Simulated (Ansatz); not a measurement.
We consider zinc-blende BeS, described by PBE-D3(BJ) in Ansatz (PAW).

Numerical settings: plane-wave cutoff 520 eV, 12×12×12 k mesh, Fermi–Dirac smearing 0.01 eV, scalar-relativistic PAW data made under PBE.

Pressure at four volumes; x = ln(V/13.961 Å³). One pressure is withheld.

```
V (Å³/atom)        x  P (GPa)
-----------  -------  -------
13.123       -0.0619     6.96
13.961        0.0000     0.01
14.519        0.0392    -3.63
14.798        0.0582        ?
```

Problem. Pass a parabola P(x) through the three rows shown, estimate the bulk modulus and its pressure derivative near zero pressure, and predict the withheld pressure.

Solution. Slopes between the rows: (0.01 − (6.96))/(0.0000 − (-0.0619)) = -112.28 and (-3.63 − (0.01))/(0.0392 − (0.0000)) = -92.86 GPa. Their difference over the span 0.1011 is c = 19.42/0.1011 = 192.1 GPa, so P(x) = 6.96 + (-112.28)(x − (-0.0619)) + 192.1 (x − (-0.0619))(x − (0.0000)). At the middle row B = −dP/dx = −[-112.28 + 192.1 × 0.0619] = 100.4 GPa, and B′ = dB/dP = 2c/B = 3.8. At x = 0.0582 the parabola gives -5.18 GPa; the run gives -5.21 GPa. The Birch–Murnaghan fit to the energies at all volumes has B0 = 100.0 GPa and B′ = 3.8.

Measured, for comparison: bulk modulus 105 GPa (room temperature, no zero-point or thermal correction; as tabulated in Narayana, Nesamony, Ruoff, Phys. Rev. B 56, no. 22 (1997)). Computed (rounded) less measured: bulk modulus -5 %.

Ansatz is a first-principles code.
